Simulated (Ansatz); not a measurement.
**CsHS: tensor shear ε_xy = −1.48 %**

The parent structure is CsHS (space group I4/m, No. 87; a = 8.291 Å, c = 9.177 Å; a cell from a computed database, its experimental status unchecked). Axes: x, y, z lie along a, b, c of the conventional cell.

It is then changed as follows: a pure shear with ε_xy = ε_yx = -0.0148; the atoms relax in the strained cell.

The values are results of r2SCAN in Ansatz (plane waves to 500 eV, PAW, no spin-orbit coupling), not measurements. Γ-centred 5×5×5 mesh, Fermi–Dirac width 0.05 eV.

```tsv
quantity	base	changed	shift
volume per atom	26.28 Å³	26.28 Å³	-0.006 Å³
shortest interatomic distance	2.558 bohr	2.557 bohr	-0.001 bohr
energy relative to the base (free energy F)	0 meV/atom	+0.5 meV/atom	+0.5 meV/atom
pressure (mean of the normal stresses, compression positive)	-0.01 GPa	0.02 GPa	+0.03 GPa
band gap	3.90 eV	3.90 eV	0.00 eV
gap character	direct at Γ	direct at Γ	–
valence-band top at Γ (three highest levels, from the VBM)	0.00, -0.08, -0.15 eV	0.00, -0.08, -0.15 eV	–
largest internal atomic displacement	–	0.015 Å	–
stress (xx, yy, zz, yz, xz, xy; compression positive)	–	(0.03, 0.01, 0.03, 0.00, 0.00, 0.20) GPa	–
```

Final structure:

```yaml
crystal:
  lattice:
    - [-4.20671, 4.20671, 4.58840]
    - [4.20671, -4.20671, 4.58840]
    - [4.08401, 4.08401, -4.58840]
  atoms:
    - { symbol: Cs, position: [0.25070, 0.75070, 0.50000] }
    - { symbol: Cs, position: [0.74930, 0.24930, 0.50000] }
    - { symbol: Cs, position: [0.26818, 0.26818, 0.00000] }
    - { symbol: Cs, position: [0.73182, 0.73182, 0.00000] }
    - { symbol: H, position: [0.08481, 0.24109, 0.32590] }
    - { symbol: H, position: [0.91519, 0.75891, 0.67410] }
    - { symbol: H, position: [0.23942, 0.91252, 0.15194] }
    - { symbol: H, position: [0.76058, 0.08748, 0.84806] }
    - { symbol: S, position: [0.24181, 0.74942, 0.99123] }
    - { symbol: S, position: [0.75819, 0.25058, 0.00877] }
    - { symbol: S, position: [0.75203, 0.76031, 0.51235] }
    - { symbol: S, position: [0.24797, 0.23969, 0.48765] }
```

Cost of the whole job for the changed cell (relaxation, final SCF and bands): about 7 core-minutes (a rough figure).

Whether these cells are dynamically stable was not tested. k-point labels follow each cell's own Brillouin zone.

Ansatz is a quantum-chemistry and plane-wave program.
